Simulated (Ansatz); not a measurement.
Point defect Ag on the Zn site in zinc-blende ZnSe

Computed with PBE, PAW (plane waves to 420 eV; Ansatz, a program for electronic structure). The supercell holds 64 host sites (2×2×2 repeats of a cell of 8 atoms), with a 2×2×2 shifted k-point sampling for the final energies. Site at the start: the Zn site. Energies of charged states are corrected for periodic images (point charge plus alignment at distant sites). Dielectric constants: PBE linear response of the host. Host gap at this level: 1.15 eV. Finite-size and sampling errors can reach tenths of an eV here. PBE underestimates the host's gap, which shifts levels and can delocalise carriers. Spin–orbit coupling is left out. Each state is the lowest found from its start.

Charges with a result: +1, 0, −1. Others weren't obtained, and one of them could lie lower, also by skipping a charge.

| charge | moment (μB) | largest move off a lattice site (Å) | image correction with alignment (eV) |
|---|---|---|---|
| +1* | not spin-polarised | 0.12 | – |
| 0† | 1.0 | 0.12 | 0.00 |
| −1 | not spin-polarised | 0.12 | 0.07 |

* At this level the carrier isn't localised at the defect: at charge +1 holes occupy the valence band. Such a state is shallow or no state of the defect, and this cell gives it no level.

† Not settled in this cell, so no level is given: charge 0: a level filled in part, carriers not clearly localised.
